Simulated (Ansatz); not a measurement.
Partial pair distribution functions of a relaxed model of amorphous Hf$_{16}$Ti$_{2}$O$_{36}$, broadened by 0.06 Å; density 8.08 g/cm³. Computed with PBE, scalar-relativistic without spin-orbit coupling (plane waves to 420 eV, PAW; Ansatz, a program for electronic structure).

It comes from a melt-quench run on a machine-learned potential (CHGNet), relaxed afterwards by DFT. O atoms were pushed apart under 1.9 Å during the dynamics, to hinder bonds among them. The hot cell started wider than the set density and was brought back towards it in steps. It is the lowest in DFT energy of 2 quenches. It is a model cell: composition and starting density were chosen by hand, and all elements were melted together. No dispersion term was used. Its density started from a set value of 8.35 and ended at 8.08 g/cm³. Cooling (nominally 380 K/ps over its main leg) ran many orders faster than in experiment, which tends to leave more defects and strain. A cell of this size samples the disorder only roughly. Volume and shape were free in the relaxation.

| r (Å) | g Hf-O | g Ti-O | g Hf-Hf | g O-O |
|---|---|---|---|---|
| 1.55 | 0.00 | 0.01 | 0.00 | 0.00 |
| 1.65 | 0.00 | 0.62 | 0.00 | 0.00 |
| 1.75 | 0.01 | 3.82 | 0.00 | 0.00 |
| 1.85 | 0.39 | 5.13 | 0.00 | 0.00 |
| 1.95 | 3.38 | 7.02 | 0.00 | 0.00 |
| 2.05 | 7.22 | 2.87 | 0.00 | 0.00 |
| 2.15 | 5.63 | 0.51 | 0.00 | 0.00 |
| 2.25 | 3.17 | 0.01 | 0.00 | 0.00 |
| 2.35 | 1.39 | 0.17 | 0.00 | 0.07 |
| 2.45 | 0.45 | 1.53 | 0.00 | 0.73 |
| 2.55 | 0.16 | 0.87 | 0.00 | 2.01 |
| 2.65 | 0.01 | 0.04 | 0.00 | 2.13 |
| 2.75 | 0.00 | 0.25 | 0.00 | 2.17 |
| 2.85 | 0.07 | 0.64 | 0.00 | 2.38 |
| 2.95 | 0.23 | 0.10 | 0.03 | 2.02 |
| 3.05 | 0.20 | 0.00 | 0.31 | 2.08 |
| 3.15 | 0.23 | 0.00 | 0.56 | 1.59 |
| 3.25 | 0.44 | 0.00 | 2.20 | 0.91 |
| 3.35 | 0.51 | 0.04 | 4.61 | 0.77 |
| 3.45 | 0.46 | 0.41 | 3.04 | 0.79 |
| 3.55 | 0.41 | 0.54 | 0.99 | 0.76 |
| 3.65 | 0.51 | 0.83 | 2.05 | 0.83 |
| 3.75 | 0.76 | 1.07 | 2.01 | 0.86 |
| 3.85 | 0.83 | 0.77 | 2.53 | 0.76 |
| 3.95 | 1.22 | 0.97 | 1.85 | 0.87 |
| 4.05 | 1.19 | 0.89 | 0.81 | 0.95 |
| 4.15 | 1.16 | 0.80 | 0.64 | 1.08 |
| 4.25 | 1.57 | 1.53 | 1.13 | 0.93 |
| 4.35 | 1.70 | 2.14 | 0.72 | 0.63 |

Within 2.64 Å each Hf has 6.12 O neighbours on average.
